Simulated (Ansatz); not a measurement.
**Re2C (space group P6_3/mmc, No. 194; a cell from a computed database, its experimental status unchecked)**

```
Re2C
1.0
    2.83377     0.00000     0.00000
   -1.41689     2.45412     0.00000
    0.00000     0.00000     9.82813
Re C
4 2
Direct
  0.33333   0.66667   0.60845
  0.66667   0.33333   0.39155
  0.66667   0.33333   0.10845
  0.33333   0.66667   0.89155
  0.33333   0.66667   0.25000
  0.66667   0.33333   0.75000
```

Level of theory: plane-wave PAW DFT at the PBEsol level (Ansatz, a first-principles code, 420 eV), without spin-orbit coupling. k-mesh 19×19×5 (Γ-centred); smearing 0.05 eV (Fermi–Dirac).

| Item | Value |
|---|---|
| Volume per atom | 11.39 Å³ |
| Density | 18.68 g/cm³ |
| Band gap | zero |
| Total energy | -7240.511 eV/atom (σ→0; compares only within this code and set-up) |

Stability against distortions was not tested. The final runs are not spin-polarised.
